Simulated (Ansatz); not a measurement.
**LaBeNO (model structure, started from the LaZnOP type, P4/nmm, No. 129, 8 atoms in the cell): equilibrium lattice constant a by level of theory**

No measured value is used here.

```tsv
level (code)	value (Å)
LDA (Ansatz)	(withheld)
PBE (Ansatz)	3.604
PBEsol (Ansatz)	3.560
r²SCAN (Ansatz)	3.580
```

**Question.** What belongs in the gaps?

**Answer.** 
- LDA (Ansatz, an electronic-structure program), value (Å): 3.523

Cutoffs differ between the levels. Ansatz's density-functional and Hartree–Fock values are scalar-relativistic unless marked +SOC, with PAW data made under PBE.

A model structure was made by putting elements into a prototype or built by hand; it is no filed structure, need not be a known phase, and can be a saddle point held by its symmetry.
